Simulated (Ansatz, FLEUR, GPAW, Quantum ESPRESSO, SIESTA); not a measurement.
# TiB₂Mo (Amm2, 4 atoms in the cell) computed with different codes at matched settings

Self-consistent single point.

```
TiB2Mo
1.0
    3.11544     0.00000     0.00000
    0.00000     1.60565     4.26666
    0.00000    -1.60565     4.26666
Ti B Mo
1 2 1
Direct
  0.00000   0.14730   0.14730
  0.50000   0.55875   0.55875
  0.00000   0.43994   0.43994
  0.50000   0.85402   0.85402
```

All programs got the same cell, k-point mesh and kind of occupations (in Ansatz's words: kpoints.mp_grid.grid = 10 10 10; scf.occupations.method = fermi_dirac; scf.occupations.width = 0.0073 Ry); potentials, basis and cutoffs are each program's usual ones.

```
code                                                                                                                                 model  pressure (GPa)  largest force (eV/Å)  k-points         cutoff
----------------  ------------------------------------------------------------------------------------------------------------------------  --------------  --------------------  --------  -------------
Quantum ESPRESSO                                                                       LDA (PZ), GBRV 1.5 ultrasoft (LDA) pseudopotentials          -19.01                 0.187       186          50 Ry
GPAW                                                                         LDA (Perdew-Wang 92), GPAW PAW datasets LDA (gpaw-data 1.0.1)               –                 0.221       186         900 eV
SIESTA            LDA PW92, numerical atomic orbitals DZP, PseudoDojo LDA standard norm-conserving potentials (rewritten from UPF to PSML)          -20.25                 0.093       560    grid 350 Ry
Ansatz                                                                                         LDA (PW92), default PAW files made with PBE          -19.33                 0.198       186        30.9 Ry
FLEUR                                                         LDA (Perdew-Zunger), all-electron FLAPW (FLEUR), scalar-relativistic valence               –                 0.214       186  Kmax 4 1/bohr
```

Size of the force on each atom (eV/Å): Sizes of forces hide their directions.

```csv
code,Ti1,B2,B3,Mo4
Quantum ESPRESSO,0.143,0.145,0.100,0.187
GPAW,0.143,0.188,0.110,0.221
SIESTA,0.077,0.035,0.022,0.093
Ansatz,0.155,0.157,0.115,0.198
FLEUR,0.179,0.144,0.109,0.214
```

A dash marks a value that a program does not give, or that is left out as unsure.

The spread over the programs that give each value: pressure within 1.24 GPa; largest force within 0.128 eV/Å.

The starting cell comes from a database of computed structures (which also holds hypothetical and non-ambient phases and stackings), without a prior relaxation at this level. Its lattice was rescaled by a random factor within 2.5 % of one. On Ansatz's run: Spin polarisation is off. In the base run, with a pressure of about -19 GPa the cell is away from its equilibrium volume at this level.

**Question.** Why do the programs differ, and what cannot be compared?

**Answer.** Differences of this kind can come from the potentials, where these differ, and from what each basis and cutoff leave unconverged. The zero of total energies and Fermi levels follows the potentials and each program's conventions, so they are not compared here. SIESTA uses small atom-centred bases, whose incompleteness enters pressures, forces and empty levels differently from a plane-wave cutoff. FLEUR treats all electrons, but the usual bases taken here (sphere radii, linearisation, local orbitals, empty states) were not tested for convergence, so the values are no reference for the others. Ansatz's pressure is given at a fixed set of plane waves, as the other plane-wave codes print theirs; with its correction for the finite basis it is -19.19 GPa. Ansatz's smearing width was typed in Ry to four decimals, so it matches the others to a few per cent. The pressure of GPAW is left out: its cutoff lies under the one at which its stress was checked. The same LDA comes in different parametrisations, which differ slightly. The programs reduce the same mesh by symmetry to different extents, which changes the work and not the result. In the pressure, SIESTA (by 1.08) lies more than 1 GPa from the median of the plane-wave programs. In the force vectors, SIESTA (by 0.122) lies more than 0.08 eV/Å from the median of the plane-wave programs.

Left out of this page: ABINIT (with a known weakness of the program).

Ansatz is an electronic-structure program.

Keys are those of Ansatz 0.2.
